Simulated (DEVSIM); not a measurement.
Structure: W/Al2O3/n-Si capacitor, at 300 K.

Layer 1 from the left is Al2O3, thickness (nm) 2.70. Layer 2 from the left is Si, thickness (nm) 500, Nd (cm⁻³) 1.3e18.

Metal gate on the left, work function 4.6 eV. Fixed charge at the semiconductor interface 1e11 cm⁻² (in units of +e); interface traps 1e11 cm⁻² eV⁻¹, uniform in energy, neutral level at 0.7 of the gap above the valence band.

Constants are typed, rounded textbook-type inputs, not results; the design itself was drawn at random and stands for no fabricated device. Values at 300 K.

Al2O3: gap (eV) 6.8, affinity (eV) 1.35, permittivity 9. Si: gap (eV) 1.124, affinity (eV) 4.05, permittivity 11.7, Nc (cm⁻³) 2.86e19, Nv (cm⁻³) 3.1e19.

DEVSIM, 1D Poisson equation in equilibrium, Boltzmann statistics, complete ionisation; no quantum confinement or tunnelling. Metal contacts follow the ideal Schottky-Mott rule: no Fermi-level pinning, no interface dipoles.

Task: What does the simulation give for the flat-band voltage?

Result: flat-band voltage 0.47 V.
